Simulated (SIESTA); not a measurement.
Band structure of HfS3 (P2_1/m, 8 atoms in the cell).

```
CELL_PARAMETERS angstrom
      5.11399     0.00000     0.00000
      0.00000     3.58484     0.00000
     -1.20118     0.00000     9.05401
ATOMIC_POSITIONS crystal
  Hf 0.28558 0.75000 0.65136
  Hf 0.71442 0.25000 0.34864
  S  0.87573 0.75000 0.17818
  S  0.12427 0.25000 0.82182
  S  0.23770 0.25000 0.44810
  S  0.76230 0.75000 0.55190
  S  0.52716 0.25000 0.82195
  S  0.47284 0.75000 0.17805
```

Method: LDA PW92, numerical atomic orbitals TZP, PseudoDojo LDA standard norm-conserving potentials (rewritten from UPF to PSML) (SIESTA 5.4.2).

Settings: XC.functional = LDA; XC.authors = PW92; potentials = PseudoDojo LDA standard; PAO.BasisSize = TZP; PAO.EnergyShift = 0.01 Ry; MeshCutoff = 400 Ry; kgrid.MonkhorstPack = 4 5 2; OccupationFunction = FD; ElectronicTemperature = 10 K; MaxSCFIterations = 150; SCF.Mixer.Method = Pulay; SCF.Mixer.Weight = 0.2; SCF.Mixer.History = 6; SCF.DM.Tolerance = 1.0E-05.

The starting cell comes from a database of computed structures (which also holds hypothetical and non-ambient phases and stackings), without a prior relaxation at this level. Its lattice was rescaled by a random factor within 2.5 % of one. Spin-orbit coupling is off. Values carry the incompleteness of an atom-centred basis.

Q: Predict the gap along the standard path and the places of the band edges.

A: The gap along the path is 0.85 eV, from Γ to Y; the smallest direct gap on it is 0.87 eV. Another conduction valley lies within 0.1 eV, so the order of the valleys is not sure.

Levels in eV from the top of the valence band on the path, bands 27 to 31:
| point | 27 | 28 | 29 | 30 | 31 |
|---|---|---|---|---|---|
| Γ | -0.48 | -0.35 | -0.08 | 0.00 | 0.94 |
| Y | -0.39 | -0.36 | -0.13 | -0.02 | 0.85 |
| H | -1.05 | -0.51 | -0.26 | -0.24 | 1.34 |
| C | -1.07 | -0.60 | -0.27 | -0.25 | 1.32 |
| E | -1.61 | -1.61 | -1.16 | -1.16 | 1.71 |
| M1 | -1.61 | -1.61 | -1.14 | -1.14 | 1.73 |
| A | -1.67 | -1.67 | -1.05 | -1.05 | 1.70 |
| X | -0.63 | -0.25 | -0.22 | -0.19 | 1.34 |
| H1 | -1.05 | -0.51 | -0.26 | -0.24 | 1.34 |
| M | -1.61 | -1.61 | -1.14 | -1.14 | 1.73 |
| D | -1.96 | -1.96 | -0.84 | -0.84 | 3.57 |
| Z | -1.87 | -1.87 | -0.85 | -0.85 | 3.56 |

Higher empty bands are left out: an atom-centred basis made for the valence describes them poorly.
